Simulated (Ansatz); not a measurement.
Start from Cu in the fcc (Cu type) structure (space group Fm-3m, No. 225; a = 3.5768 Å; relaxed with 0.1 eV smearing). Axes: x, y, z lie along the cube axes.

Computed with DFT with r2SCAN, PAW potentials and a 500 eV plane-wave cutoff in Ansatz (an electronic-structure program), no SOC.

The change: uniaxial strain ε_zz = −2.00 %, all other strain components held at zero; the atoms relax in the strained cell.

Predict the new stress and energy relative to the base.

The stress (xx, yy, zz, yz, xz, xy; compression positive) is (3.1, 3.1, 4.2, 0.0, 0.0, 0.0) GPa; the energy goes up by 3.0 meV/atom.

Whether these cells are dynamically stable was not tested. All final runs are without spin polarisation.
